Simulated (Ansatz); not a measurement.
For MoP (P-6m2, No. 187, 2 atoms in the cell; start mp-219), PBE-D4 (Ansatz, a first-principles code, PAW) gives:

| Item | Value |
|---|---|
| lattice constant a | 3.206 Å |
| lattice parameter c | 3.178 Å |

### Question
What does HSE06 (Ansatz, PAW) give for the same quantities?

### Answer

- lattice constant a: 3.201 Å (shrinks by 0.2 %)
- lattice parameter c: 3.173 Å (decreases by 0.2 %)

Changes are worked out from the printed values.

Unless a cell is named, each level is at its own relaxed cell (PBE-D4 14.14, HSE06 14.08 Å³/atom).

Caveats: exact exchange on metals is sensitive to the k mesh and can open a false gap (HSE06); the relaxation could not lower the start's symmetry, so the cell can be a saddle point above a distorted one (PBE-D4, HSE06). Ansatz's density-functional and Hartree–Fock values are scalar-relativistic unless marked +SOC, with PAW data made under PBE.

A start named mp-… is a Materials Project structure, which need not be a measured phase.
